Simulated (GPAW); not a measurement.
GPAW run on SnO (P4mm, 4 atoms in the cell): self-consistent single point.

Method of the run: PBEsol, GPAW PAW datasets PBEsol (made by gpaw-setup) (plane waves; GPAW).

```xyz
4
Lattice="3.7810 0.0000 0.0000 0.0000 3.7810 0.0000 0.0000 0.0000 4.8158" Properties=species:S:1:pos:R:3 pbc="T T T"
Sn     1.8905     0.0000     3.7196
Sn     0.0000     1.8905     1.1462
O      1.8905     1.8905     0.0000
O      0.0000     0.0000     0.0000
```

Reference input (self-consistent single point, DFT PBEsol, plane waves, GPAW PAW datasets PBEsol (made by gpaw-setup)): mode = pw; ecut = 900 eV; xc = PBEsol; kpts = 3 3 2; mesh shift (steps) = 0 0 0; occupations.name = fermi-dirac; occupations.width = 0.02 eV; nbands = -8; convergence.bands = -6; symmetry.symmorphic = false; symmetry.tolerance = 0.0005; maxiter = 120. This run's input differs from it in these lines:

```diff
@@ -15,2 +15,3 @@
 calc = GPAW(mode=PW(900),
+            h=0.25,
             xc='PBEsol',
```

The program printed (abridged):

```
Input parameters:
  convergence: {bands: -6}
  h: 0.25
  kpts: {gamma: True,
         size: (3, 3, 2)}
  maxiter: 120
  mode: {ecut: 900.0000000000001,
         name: pw}
  nbands: -8
  occupations: {fixmagmom: False,
                name: fermi-dirac,
                width: 0.02}
  symmetry: {symmorphic: False,
             tolerance: 0.0005}
  xc: PBEsol

species:
  Sn:
    name: Tin
    Z: 50.0
    valence: 14
    core: 36
    charge: 0.0
    file: Sn.PBEsol.gz

    # Using partial waves for Sn as LCAO basis

  O:
    name: Oxygen
    Z: 8.0
    valence: 6
    core: 2
    charge: 0.0
    file: O.PBEsol.gz

    # Using partial waves for O as LCAO basis

Reference energy: -339939.740564  # eV

Spin-paired calculation

Convergence criteria:
 Maximum [total energy] change in last 3 cyles: 0.0005 eV / valence electron
 Maximum integral of absolute [dens]ity change: 0.0001 electrons / valence electron
 Maximum integral of absolute [eigenst]ate change: 4e-08 eV^2 / valence electron
 Maximum number of scf [iter]ations: 120

Symmetries present (total): 8
Symmetries with fractional translations: 4
18 k-points: 3 x 3 x 2 Monkhorst-Pack grid + [0.000000,0.000000,1/4]
6 k-points in the irreducible part of the Brillouin zone
       k-points in crystal coordinates                weights
   0:     0.00000000    0.00000000    0.00000000          1/18
   1:     0.00000000    0.00000000    0.50000000          1/18
   2:     0.33333333    0.00000000    0.00000000          4/18
   3:     0.33333333    0.00000000    0.50000000          4/18
   4:     0.33333333    0.33333333    0.00000000          4/18
   5:     0.33333333    0.33333333    0.50000000          4/18

Traceback (most recent call last):
   [... frames left out ...]
AssertionError
```

The program stopped before any SCF iteration. 

The starting cell has typed, rounded lattice constants, without a prior relaxation at this level. Its lattice was rescaled by up to half a per cent. One atom was moved a little off its site on purpose.
